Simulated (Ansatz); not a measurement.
Mg$_{2}$OsH$_{6}$ (space group Fm-3m, No. 225; a cell from a computed database, its experimental status unchecked)

Space group Fm-3m (No. 225); a = 6.6458 Å, b = 6.6458 Å, c = 6.6458 Å, α = 90.00°, β = 90.00°, γ = 90.00°

```
atom  site  symmetry       x       y       z
----  ----  --------  ------  ------  ------
Mg      8c      -43m  0.2500  0.2500  0.2500
H      24e      4m.m  0.0000  0.0000  0.2533
Os      4a      m-3m  0.0000  0.0000  0.0000
```
(The calculation used a cell of 9 atoms; values per cell refer to that cell.)

Computed with r2SCAN, PAW, 500 eV (Ansatz, an electronic-structure program; no spin-orbit coupling), earlier PAW set. k-mesh 9×9×9 (Γ-centred); smearing 0.05 eV (Fermi–Dirac).

| Property | Result |
|---|---|
| Volume per atom | 8.15 Å³ |
| Density | 5.54 g/cm³ |
| Band gap | 3.82 eV, indirect, W → Γ–X (88 % along) |
| Lowest conduction-band minima above the VBM | a point along ⟨100⟩, about 0.8 Å⁻¹ from Γ 3.82 eV; L along ⟨111⟩ 4.31 eV |
| Total energy | -1705.658 eV/atom (σ→0; compares only within this code and set-up) |

Spin-orbit coupling, missing from the scalar runs, can matter with Os. Gaps are Kohn–Sham eigenvalue differences; semilocal functionals usually give less than the measured gap. Whether these cells are dynamically stable was not tested.
